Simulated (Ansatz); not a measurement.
## Effective masses and thermopower of SiC (P6_3mc)

Input:

```
CELL_PARAMETERS angstrom
      3.06659     0.00000     0.00000
     -1.53330     2.65575     0.00000
      0.00000     0.00000     5.25221
ATOMIC_POSITIONS crystal
  Si 0.33333 0.66667 0.00122
  Si 0.66667 0.33333 0.50122
  C  0.33333 0.66667 0.37378
  C  0.66667 0.33333 0.87378
```

The numbers are results of PBE with spin-orbit coupling, rigid bands (plane waves, PAW; Ansatz, a quantum-chemistry and plane-wave program), not measurements. Condition of this run: uniaxial stress along c of -20 GPa (compression positive) (the target of the relaxation). How the cell was made: cell and atoms relaxed with PBEsol, then loaded as said.

```json
{
 "band_gap": "2.05 eV",
 "electron conductivity mass (300 K, dilute)": "0.44 (x), 0.44 (y), 0.28 (z) mₑ",
 "hole conductivity mass (300 K, dilute)": "0.99 (x), 0.99 (y), 1.69 (z) mₑ",
 "effective density of states N_c (300 K)": "1.1e19 cm⁻³",
 "effective density of states N_v (300 K)": "5.6e19 cm⁻³",
 "density_of_states_mass_electrons": "0.59 mₑ",
 "density_of_states_mass_holes": "1.70 mₑ",
 "Seebeck coefficient, n-type 1e19 cm⁻³, 300 K": "-235 μV/K",
 "Seebeck coefficient, p-type 1e19 cm⁻³, 300 K": "380 μV/K",
 "best p-type power factor at 300 K for τ = 10 fs (best axis; densities from 1e16 to 1e21 cm⁻³ tried, whether or not they can be reached)": "12.0 μW/(cm·K²) at 3e20 cm⁻³"
}
```

Rigid bands; masses and Seebeck coefficients take one relaxation time τ for all states and one kind of carrier; polarons and phonon drag are left out. Geometry: cell and atoms relaxed with PBEsol.
